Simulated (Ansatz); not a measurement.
Consider SiO2 in the rutile structure (space group P4_2/mnm, No. 136; a = 4.185 Å, c = 2.669 Å). Axes: x, y, z lie along a, b, c of the conventional cell.

Computed with r2SCAN (Ansatz, a quantum-chemistry and plane-wave program; PAW; 500 eV plane waves; without spin-orbit coupling).

Now apply this change: every lattice vector is shortened by 0.91 %, atoms relaxed at fixed cell.

**Question.** Predict the stress tensor and what it implies for the stiffness.

**Answer.** Stress of the strained cell less that of the base (GPa, compression positive):
```
   8.34    0.00    0.00
   0.00    8.34    0.00
   0.00    0.00   11.07
```

Then B = −ΔP/(ΔV/V₀) with ΔV/V₀ = -0.0271 gives secant stiffness values (nonlinear terms included at this strain): B (at held cell shape, above the free-shape value) ≈ 342 GPa.

As a check, the harmonic strain energy −½ V₀ Δσ:ε is 6.1 meV/atom; the computed energy rise is 5.9 meV/atom.

Stability against distortions was not tested.
